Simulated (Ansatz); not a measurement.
Pressure series in SnO2

The reference is SnO$_{2}$ in the rutile structure (space group P4_2/mnm, No. 136; a = 4.760 Å, c = 3.201 Å).

Cell and atoms are relaxed at each pressure.

The values are results of Ansatz (a first-principles code) r2SCAN, spin-orbit coupling left out, not measurements.

| pressure (GPa) | volume per atom (Å³/atom) |
|---|---|
| -2 | 12.210 |
| -1 | ? |
| 0 | 12.086 |
| 1.8 | 11.982 |
| 4.2 | 11.851 |
| 9 | 11.613 |
| 18 | 11.229 |
| 30 | 10.807 |
| 60 | 10.019 |

Fit the third-order Birch–Murnaghan form P(V) = (3B₀/2)[(V₀/V)^(7/3) − (V₀/V)^(5/3)]·[1 + (3/4)(B₀′ − 4)((V₀/V)^(2/3) − 1)] (squares taken in P) to the rows shown and predict the withheld row.

Least squares on the printed values gives V₀ = 12.086 Å³/atom, B₀ = 206 GPa, B₀′ = 4.7; this predicts 12.145 Å³/atom, and the run gives 12.147 Å³/atom, 0.002 higher.

Measured bulk modulus of SnO2: 212 GPa (temperature not stated; as listed in Cormac Toher et al., Physical Review Materials (2017)); the computed value is for a static lattice, so the two differ by thermal effects too.

Load acts through the strain it causes; cell and atoms are relaxed under it. Whether these cells are dynamically stable was not tested. No other phases were tried under pressure.
